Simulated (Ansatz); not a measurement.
Base system: an 8-atom supercell of InSb in the zinc blende structure (space group F-43m, No. 216; a = 6.520 Å) at its relaxed geometry.

Calculations: PBEsol, PAW, 420 eV (Ansatz, a program for electronic structure; no spin-orbit coupling), earlier PAW set.

Before the change:

| Property | Result |
|---|---|
| Pressure | 0.0 GPa |
| Mean distance from the defect site to its nearest host atoms | 2.82 Å |

One thing is altered: one Sb atom is replaced by Al, atoms relaxed at fixed cell, starting from a slightly rattled geometry.

### Question
What does the calculation give for the largest displacement of a host atom from its site in the perfect cell, pressure and mean distance from the defect site to its nearest host atoms after the change?

### Answer
The largest displacement of a host atom from its site in the perfect cell is 0.08 Å; the pressure goes from zero to -1.0 GPa; the mean distance from the defect site to its nearest host atoms falls by 0.08 Å to 2.74 Å.

In so small a cell the defect repeats every few ångströms: this is an ordered compound, not a dilute defect. All final runs are without spin polarisation. The defect cell is not spin-polarised.
